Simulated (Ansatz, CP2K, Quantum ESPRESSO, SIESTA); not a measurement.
**One structure in several programs: VCu3O4 (P1, 8 atoms in the cell)**

Self-consistent single point, at a second geometry (atoms moved at random). First geometry:

```
VCu3O4
1.0
   -2.31236     2.31236     4.55176
    2.31236    -2.31236     4.55176
    2.31236     2.31236    -4.55176
V Cu O
1 3 4
Direct
  0.00000   0.00000   0.00000
  0.25000   0.75000   0.50000
  0.75000   0.25000   0.50000
  0.50000   0.50000   0.00000
  0.11159   0.65947   0.00000
  0.34053   0.34053   0.45212
  0.65947   0.11159   0.00000
  0.88841   0.88841   0.54788
```

Second geometry:
```
CELL_PARAMETERS angstrom
     -2.31236     2.31236     4.55176
      2.31236    -2.31236     4.55176
      2.31236     2.31236    -4.55176
ATOMIC_POSITIONS crystal
  V  0.00018 0.00925 0.00585
  Cu 0.25918 0.73708 0.49795
  Cu 0.73182 0.24390 0.47885
  Cu 0.50267 0.51120 0.02365
  O  0.09656 0.64802 0.98009
  O  0.33569 0.34839 0.45215
  O  0.67219 0.11772 0.00948
  O  0.90173 0.88445 0.55197
```

Shared settings, as Ansatz (a quantum-chemistry and plane-wave program) writes them: kpoints.mp_grid.grid = 5 5 5; scf.occupations.method = gaussian; scf.occupations.width = 0.136 eV. Potentials and cutoffs stand in the table.

```json
[
 {"code": "SIESTA", "model": "LDA PW92, numerical atomic orbitals DZP, PseudoDojo LDA standard norm-conserving potentials (rewritten from UPF to PSML)", "ΔF from the first geometry (meV/atom)": "10.4", "pressure (GPa)": "-16.81", "largest force (eV/Å)": "1.577", "cutoff": "grid 350 Ry"},
 {"code": "Quantum ESPRESSO", "model": "LDA (PZ), GBRV 1.5 ultrasoft (LDA) pseudopotentials", "ΔF from the first geometry (meV/atom)": "8.7", "pressure (GPa)": "-15.58", "largest force (eV/Å)": "1.536", "cutoff": "50 Ry"},
 {"code": "Ansatz", "model": "LDA (PW92), PAW files made with PBE", "ΔF from the first geometry (meV/atom)": "8.2", "pressure (GPa)": "-16.18", "largest force (eV/Å)": "1.485", "cutoff": "420 eV"},
 {"code": "CP2K", "model": "LDA (Pade form), GPW, DZVP-MOLOPT-SR-GTH basis, GTH-PADE potentials (GTH_POTENTIALS)", "ΔF from the first geometry (meV/atom)": "9.0", "pressure (GPa)": "-14.00", "largest force (eV/Å)": "1.535", "cutoff": "grid 600 Ry"}
]
```

Size of the force on each atom (eV/Å): Sizes of forces hide their directions.

| code | V1 | Cu2 | Cu3 | Cu4 | O5 | O6 | O7 | O8 |
|---|---|---|---|---|---|---|---|---|
| SIESTA | 1.577 | 0.401 | 0.166 | 0.144 | 1.194 | 0.748 | 0.415 | 0.897 |
| Quantum ESPRESSO | 1.536 | 0.310 | 0.126 | 0.178 | 1.257 | 0.750 | 0.308 | 0.968 |
| Ansatz | 1.485 | 0.285 | 0.116 | 0.181 | 1.272 | 0.769 | 0.260 | 0.996 |
| CP2K | 1.535 | 0.364 | 0.152 | 0.166 | 1.314 | 0.837 | 0.280 | 1.028 |

On Ansatz's run: spin polarisation is off, so a magnetic state, if there is one, cannot be reached.

The spread over the programs that give each value: ΔF from the first geometry within 2.2 meV/atom; pressure within 2.81 GPa; largest force within 0.092 eV/Å.

SIESTA and CP2K use small atom-centred bases, whose incompleteness enters pressures, forces and empty levels differently from a plane-wave cutoff. Ansatz's pressure is given at a fixed set of plane waves, as the other plane-wave codes print theirs; with its correction for the finite basis it is -15.65 GPa (the shift of 0.53 GPa shows how far the cutoff is from converged). The same LDA comes in different parametrisations, which differ slightly. In the pressure, CP2K (by 1.87) lies more than 1 GPa from the median of the plane-wave programs. In the force vectors, SIESTA (by 0.158) and CP2K (by 0.087) lie more than 0.08 eV/Å from the median of the plane-wave programs.

The starting cell comes from a database of computed structures (which also holds hypothetical and non-ambient phases and stackings), without a prior relaxation at this level. Its lattice was rescaled by a random factor within 2.5 % of one. For this run, on top of that: atoms moved at random.

Keys are those of Ansatz 0.2.
